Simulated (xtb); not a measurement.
xtb 6.7.1, GFN1-xTB: Ge(H)2(NHMe)2 (C[NH][GeH2][NH]C), 15 atoms. The geometry is a generated start, not checked to be a minimum at this level.

```json
{
 "run_flags": "--grad",
 "method": "GFN1-xTB",
 "--acc": "1 (default)",
 "--etemp (K)": "300 (default)",
 "basis_functions": "46",
 "valence_electrons": "32"
}
```

```xyz
15

Ge     0.0020    -0.9250     0.4758
N     -1.1563     0.4479     0.3185
C     -2.5546     0.3433    -0.0480
N      1.6380    -0.1396     0.5691
C      2.3027     0.4289    -0.5922
H     -0.2101    -1.6201     1.7942
H     -0.1877    -1.9480    -0.6448
H     -0.7648     1.3453     0.0765
H     -3.1496     1.0642     0.5197
H     -2.7313     0.5161    -1.1158
H     -2.9056    -0.6576     0.1966
H      2.3049    -0.6317     1.1468
H      2.8455    -0.3157    -1.1864
H      1.5561     0.8937    -1.2350
H      3.0107     1.1983    -0.2751
```

One run each on 1 thread. Values of broydamp tried: 0.02, 0.05, 0.1, 0.2, 0.4 (default), 0.6, 0.8, 1.

**Question.** How does the count of SCC iterations change with broydamp, and where is it least?

**Answer.** Fewest SCC iterations, within one of each other: 0.2 with 11, 0.4 (default) with 12, 0.6 with 12, 1 with 12. The count rises to 19 at 0.02. All converge to one solution.

```tsv
broydamp	SCC iterations	end
0.02	19	same solution
0.05	16	same solution
0.1	14	same solution
0.2	11	same solution
0.4 (default)	12	same solution
0.6	12	same solution
0.8	13	same solution
1	12	same solution
```
